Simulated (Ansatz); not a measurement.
The parent structure is BN in the zinc blende structure (space group F-43m, No. 216; a = 3.624 Å).

Levels (all Ansatz, a first-principles code, PAW, earlier PAW set): PBE (420 eV, no SOC); r2SCAN (500 eV, scalar-relativistic without spin-orbit coupling); HSE06 (420 eV, no spin-orbit coupling); HSE06+SOC (420 eV, spin-orbit coupling included).

Levels that relaxed their own cell: PBE and r2SCAN.

```tsv
level	band gap	lattice parameter a
PBE	4.46 eV	3.624 Å
r2SCAN	4.99 eV	3.609 Å
HSE06	5.79 eV	–
HSE06+SOC	5.78 eV	–
```

Measured: band gap 6.2 eV (room temperature; as listed in arXiv:1206.3780); lattice parameter a 3.593 Å (static lattice; corrected from measurement; as listed in Tamar Goldzak et al., The Journal of Chemical Physics (2022)).

Computed minus measured — band gap: PBE -1.74 eV, r2SCAN -1.21 eV, HSE06 -0.41 eV, HSE06+SOC -0.42 eV (closest: HSE06 and HSE06+SOC); lattice parameter a: PBE +0.9 %, r2SCAN +0.4 % (closest: r2SCAN). Measured values not marked as corrected hold thermal and zero-point effects that the static-lattice runs lack. A measured gap can be an optical one, lowered by exciton binding.

Single points use the geometry relaxed with r2SCAN. HSE06 gaps are upper bounds (no full band path). The spin-orbit shifts are approximate. Whether these cells are dynamically stable was not tested.
